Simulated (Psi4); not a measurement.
Psi4 1.11, PBE/def2-svp: Ta(O)(Cl)2(OSiH3) ([O]=[Ta]([Cl])([Cl])[O][SiH3]), 9 atoms. The geometry is a generated start, not checked to be a minimum at this level.

| Item | Value |
|---|---|
| task | gradient |
| method | pbe |
| basis | def2-svp |
| memory | 7 GB |
| scf_type | df (default) |
| guess | auto, which took SAD (default) |
| diis_max_vecs | 10 (default) |
| scf_initial_accelerator | adiis (default) |
| e_convergence | 1e-08 (default) |
| d_convergence | 1e-08 (default) |
| effective core potentials | those of the basis set, past Kr |
| basis functions (reference run) | 129 |
| grid points (reference run) | 1644000 |

```xyz
9

Ta     0.4343     0.6863     1.3359
O      2.1106     0.3872     1.3970
Cl    -0.4069     0.0179     3.2776
Cl     0.1721     2.8845     1.4540
O     -0.3783    -0.0548    -0.1408
Si    -0.4550    -0.8405    -1.5705
H     -1.6663    -1.6622    -1.4718
H      0.7665    -1.6366    -1.7031
H     -0.5769     0.2182    -2.5784
```

Yardstick: the run with dft_radial_points = 200, dft_spherical_points = 974, dft_pruning_scheme = none (default), which is not proven converged either. One run each, on a shared machine, so no times are given.

Settings tried, all else as in the reference:
- dft_radial_points = 99, dft_spherical_points = 590, dft_pruning_scheme = robust
- dft_radial_points = 35, dft_spherical_points = 110
- dft_radial_points = 75 (default), dft_spherical_points = 434
- dft_radial_points = 99, dft_spherical_points = 590
- dft_radial_points = 75 (default), dft_spherical_points = 302 (default)
- dft_radial_points = 50, dft_spherical_points = 194
- dft_radial_points = 150, dft_spherical_points = 770
- dft_radial_points = 75 (default), dft_spherical_points = 302 (default), dft_pruning_scheme = robust
- dft_radial_points = 25, dft_spherical_points = 50
- dft_radial_points = 99, dft_spherical_points = 590, dft_pruning_scheme = treutler
- dft_radial_points = 75 (default), dft_spherical_points = 302 (default), dft_pruning_scheme = treutler

**Question.** Sort the settings: which keep to the reference within 0.10 meV/atom in energy, 1.0 meV/Å in forces (largest component), and which don't?

**Answer.** Within it: dft_radial_points = 150, dft_spherical_points = 770. At the edge (between 0.75 and 1.33 times the tolerance): dft_radial_points = 99, dft_spherical_points = 590, dft_pruning_scheme = robust; dft_radial_points = 99, dft_spherical_points = 590. Outside: dft_radial_points = 75 (default), dft_spherical_points = 434; dft_radial_points = 99, dft_spherical_points = 590, dft_pruning_scheme = treutler; dft_radial_points = 75 (default), dft_spherical_points = 302 (default), dft_pruning_scheme = robust; dft_radial_points = 75 (default), dft_spherical_points = 302 (default); dft_radial_points = 75 (default), dft_spherical_points = 302 (default), dft_pruning_scheme = treutler; dft_radial_points = 50, dft_spherical_points = 194; dft_radial_points = 35, dft_spherical_points = 110; dft_radial_points = 25, dft_spherical_points = 50.

| setting | grid points | energy against the reference | difference in forces (largest component) |
|---|---|---|---|
| the reference | 1644000 | — | — |
| dft_radial_points = 150, dft_spherical_points = 770 | 979137 | +0.0031 meV/atom | 0.64 meV/Å |
| dft_radial_points = 99, dft_spherical_points = 590, dft_pruning_scheme = robust | 364312 | +0.0055 meV/atom | 0.89 meV/Å |
| dft_radial_points = 99, dft_spherical_points = 590 | 497506 | +0.0055 meV/atom | 0.89 meV/Å |
| dft_radial_points = 75 (default), dft_spherical_points = 434 | 278180 | −0.014 meV/atom | 5.5 meV/Å |
| dft_radial_points = 99, dft_spherical_points = 590, dft_pruning_scheme = treutler | 285784 | +0.23 meV/atom | 9.3 meV/Å |
| dft_radial_points = 75 (default), dft_spherical_points = 302 (default), dft_pruning_scheme = robust | 139832 | −0.030 meV/atom | 13 meV/Å |
| dft_radial_points = 75 (default), dft_spherical_points = 302 (default) | 193654 | −0.031 meV/atom | 13 meV/Å |
| dft_radial_points = 75 (default), dft_spherical_points = 302 (default), dft_pruning_scheme = treutler | 116600 | +0.17 meV/atom | 13 meV/Å |
| dft_radial_points = 50, dft_spherical_points = 194 | 84233 | +0.47 meV/atom | 46 meV/Å |
| dft_radial_points = 35, dft_spherical_points = 110 | 33512 | +0.10 meV/atom | 170 meV/Å |
| dft_radial_points = 25, dft_spherical_points = 50 | 10959 | +320 meV/atom | 480 meV/Å |

Total energies are compared; such shifts often cancel in part in energy differences. The gradients leave out the derivatives of the grid weights. No test of the SCF solution's stability was run. The tolerance is a choice made for this comparison.
